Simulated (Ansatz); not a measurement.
The starting structures come from a database of crystals and need not be the phases stable at ambient conditions.

By LDA, the system below comes out a metal.

A figure of merit of an interconnect metal is its ballistic conductance per area.

Consider the following.

```yaml
crystal:
  lattice:
    - [3.38244, 0.00000, 0.00000]
    - [0.00000, 3.90932, 0.00000]
    - [1.69122, 1.95466, 2.10787]
  atoms:
    - { symbol: Sn, position: [0.00000, 0.00000, 0.00000] }
```

Space group of this cell: Immm. The cell is taken as given; by LDA its mean pressure is -3.9 GPa.

The current flows along the normal of the first two printed cell vectors. No spin-orbit coupling; the value is a mean over 0.1 eV about the Fermi level.

Question: State the ballistic conductance per area according to LDA run with Ansatz (a program for electronic structure).

Answer: 1.2 × 10¹⁵ S/m² for both spins.
